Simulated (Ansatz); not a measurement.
Cubic perovskite CsPbBr₃ (cubic high-temperature phase) was calculated with PBE-D3(BJ) (Ansatz, a first-principles code, PAW).

Settings: plane-wave cutoff 520 eV, 6×6×6 k mesh, Fermi–Dirac smearing 0.01 eV, scalar-relativistic PAW data made under PBE.

Properties against volume:

| V (Å³/atom) | P (GPa) | direct gap at Γ (eV) | smallest gap on the k mesh (eV) |
|---|---|---|---|
| 39.065 | 1.49 | 5.123 | 1.375 |
| 39.896 | 0.93 | 5.084 | 1.469 |
| 40.727 | 0.44 | 5.046 | 1.556 |
| 41.558 | 0.00 | 5.010 | 1.636 |
| 42.389 | -0.39 | 4.975 | 1.710 |
| 43.221 | -0.74 | 4.940 | 1.778 |
| 44.052 | -1.06 | 4.907 | 1.840 |

The fundamental gap (1.64 eV at the equilibrium volume, with added k points) lies elsewhere than Γ–Γ.

Note: the relaxation could not lower the start's symmetry, so the cell can be a saddle point above a distorted one.

Spin–orbit coupling is not included; with these elements it can move the gap by several tenths of an eV or more.
